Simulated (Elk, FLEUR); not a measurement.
An Elk input for a self-consistent single point of In2Sb (P6_3/mmc, 6 atoms in the cell) (DFT, PBEsol, all-electron FP-LAPW, Elk's shipped species files, default APW+lo basis):

```
tasks
  0

xctype
  22

swidth
  0.00499791

maxscl
  100

scale
  10.1665375

avec
    1.0000000000    0.0000000017    0.0000000000
   -0.5000000015    0.8660254029    0.0000000000
    0.0000000000    0.0000000000    1.2495678452

sppath
  'species/'

atoms
  2
  'In.in'
  4
  0.6666666667  0.3333333333  0.2500000000    0.0 0.0 0.0
  0.3333333333  0.6666666667  0.7500000000    0.0 0.0 0.0
  0.0000000000  0.0000000000  0.5000000000    0.0 0.0 0.0
  0.0000000000  0.0000000000  0.0000000000    0.0 0.0 0.0
  'Sb.in'
  2
  0.6666666667  0.3333333333  0.7500000000    0.0 0.0 0.0
  0.3333333333  0.6666666667  0.2500000000    0.0 0.0 0.0

ngridk
  5 5 4
```

Problem. Give the FLEUR input for the same structure, mesh, smearing and functional.

Solution. One input that does it (others would too):

Input of the input generator:

```
In2Sb crystal
&input film=f /
10.1665375017 0.0000000177 0.0000000000
-5.0832687662 8.8044797362 0.0000000000
0.0000000000 0.0000000000 12.7037783591
1.0
1.0 1.0 1.0

6
49 0.6666666667 0.3333333333 0.2500000000
49 0.3333333333 0.6666666667 0.7500000000
49 0.0000000000 0.0000000000 0.5000000000
49 0.0000000000 0.0000000000 0.0000000000
51 0.6666666667 0.3333333333 0.7500000000
51 0.3333333333 0.6666666667 0.2500000000

&comp jspins=1 /
&exco xctyp='PBEs' /
&kpt div1=5 div2=5 div3=4 gamma=t /
&end /
```

```xml
<?xml version="1.0" encoding="UTF-8" standalone="no"?>
<fleurInput fleurInputVersion="0.39">
   <comment>
      In2Sb crystal                                                                                       
   </comment>
   <calculationSetup>
      <cutoffs Kmax="3.8" Gmax="15.2" GmaxXC="15.2" numbands="0"/>
      <scfLoop itmax="100" minDistance="0.00001" maxIterBroyd="40" imix="Anderson" alpha="0.05" precondParam="0.0" spinf="2.0"/>
      <coreElectrons ctail="T" frcor="F" kcrel="0" coretail_lmax="0"/>
      <xcFunctional name="PBEs" relativisticCorrections="F"/>
      <magnetism jspins="1"/>
      <soc l_soc="F" theta="0.0" phi="0.0" spav="F"/>
      <expertModes spex="0" secvar="F"/>
      <geometryOptimization l_f="T" forcealpha="1.0" forcemix="BFGS" epsdisp="0.00001" epsforce="0.00001"/>
      <ldaU l_linMix="F" mixParam="0.05" spinf="1.0"/>
   </calculationSetup>
   <cell>
      <bzIntegration valenceElectrons="82.0" mode="hist" fermiSmearingEnergy="0.00499791">
         <kPointListSelection listName="default-1"/>
         <!-- k-points included here -->
         <xi:include xmlns:xi="http://www.w3.org/2001/XInclude" href="kpts.xml"> </xi:include>
      </bzIntegration>
      <!-- symmetry operations included here -->
      <xi:include xmlns:xi="http://www.w3.org/2001/XInclude" href="sym.xml"> </xi:include>
      <bulkLattice scale="1.0">
         <bravaisMatrix>
            <row-1>   10.1665375017000006     0.0000000177000000     0.0000000000000000</row-1>
            <row-2>   -5.0832687661999998     8.8044797361999994     0.0000000000000000</row-2>
            <row-3>    0.0000000000000000     0.0000000000000000    12.7037783590999993</row-3>
         </bravaisMatrix>
      </bulkLattice>
   </cell>
   <atomSpecies>
      <species name="Indium (In)" element="In" atomicNumber="49">
         <mtSphere radius="2.63" gridPoints="925" logIncrement="0.014"/>
         <atomicCutoffs lmax="10" lnonsphr="8"/>
         <electronConfig flipSpins="F">
            <coreConfig>(1s1/2) (2s1/2) (2p1/2) (2p3/2) (3s1/2) (3p1/2) (3p3/2) (4s1/2) (3d3/2) (3d5/2) (4p1/2) (4p3/2)</coreConfig>
            <valenceConfig>(5s1/2) (4d3/2) (4d5/2) (5p1/2) (5p3/2)</valenceConfig>
            <stateOccupation state="(5p1/2)" spinUp="0.1666666666667" spinDown="0.1666666666667"/>
            <stateOccupation state="(5p3/2)" spinUp="0.3333333333333" spinDown="0.3333333333333"/>
         </electronConfig>
         <energyParameters s="5" p="5" d="5" f="4"/>
         <lo type="SCLO" l="2" n="4" eDeriv="0"/>
      </species>
      <species name="Antimony (Sb)" element="Sb" atomicNumber="51">
         <mtSphere radius="2.63" gridPoints="925" logIncrement="0.014"/>
         <atomicCutoffs lmax="10" lnonsphr="8"/>
         <electronConfig flipSpins="F">
            <coreConfig>(1s1/2) (2s1/2) (2p1/2) (2p3/2) (3s1/2) (3p1/2) (3p3/2) (4s1/2) (3d3/2) (3d5/2) (4p1/2) (4p3/2)</coreConfig>
            <valenceConfig>(5s1/2) (4d3/2) (4d5/2) (5p1/2) (5p3/2)</valenceConfig>
            <stateOccupation state="(5p1/2)" spinUp="0.5" spinDown="0.5"/>
            <stateOccupation state="(5p3/2)" spinUp="1.0" spinDown="1.0"/>
         </electronConfig>
         <energyParameters s="5" p="5" d="5" f="4"/>
         <lo type="SCLO" l="2" n="4" eDeriv="0"/>
      </species>
   </atomSpecies>
   <atomGroups>
      <atomGroup species="Indium (In)">
         <relPos label="                   1">-1.000/3.000 1.000/3.000 1.000/4.000</relPos>
         <relPos label="                   2">1.000/3.000 -1.000/3.000 -1.000/4.000</relPos>
         <force calculate="T" relaxXYZ="TTT"/>
      </atomGroup>
      <atomGroup species="Indium (In)">
         <relPos label="                   3">.0000000000 .0000000000 1.000/2.000</relPos>
         <relPos label="                   4">.0000000000 .0000000000 .0000000000</relPos>
         <force calculate="T" relaxXYZ="TTT"/>
      </atomGroup>
      <atomGroup species="Antimony (Sb)">
         <relPos label="                   5">-1.000/3.000 1.000/3.000 -1.000/4.000</relPos>
         <relPos label="                   6">1.000/3.000 -1.000/3.000 1.000/4.000</relPos>
         <force calculate="T" relaxXYZ="TTT"/>
      </atomGroup>
   </atomGroups>
   <output dos="F" band="F" slice="F">
      <checks vchk="F" cdinf="F"/>
      <bandDOS minEnergy="-.5*Htr" maxEnergy="0.5*Htr" sigma="0.015" storeEVData="T"/>
      <vacuumDOS vacdos="F" integ="F" star="F" nstars="0" locx1="0.0" locy1="0.0" locx2="0.0" locy2="0.0" nstm="0" tworkf="0.0"/>
      <unfoldingBand unfoldBand="F" supercellX="1" supercellY="1" supercellZ="1"/>
      <plotting iplot="0" polar="F">
         <plot TwoD="T" vec1="  1.0  0.0  0.0" vec2="  0.0  1.0  0.0" vec3="  0.0  0.0  1.0" zero="  0.0  0.0  0.0" file="plot"/>
      </plotting>
      <chargeDensitySlicing numkpt="0" minEigenval="0.0" maxEigenval="0.0" nnne="0" pallst="F"/>
      <specialOutput eonly="F"/>
      <magneticCircularDichroism mcd="F" energyLo="-10.0" energyUp="0.0"/>
   </output>
  <!-- We include the file relax.xml here to enable relaxations (see documentation) -->
  <xi:include xmlns:xi="http://www.w3.org/2001/XInclude" href="relax.xml"> <xi:fallback/> </xi:include>
</fleurInput>
```

Basis, cutoffs, solver keys and any potentials are the target program's own. This input uses DFT, PBEsol, all-electron FLAPW (FLEUR), scalar-relativistic valence.

The starting cell comes from a database of computed structures (which also holds hypothetical and non-ambient phases and stackings), without a prior relaxation at this level.
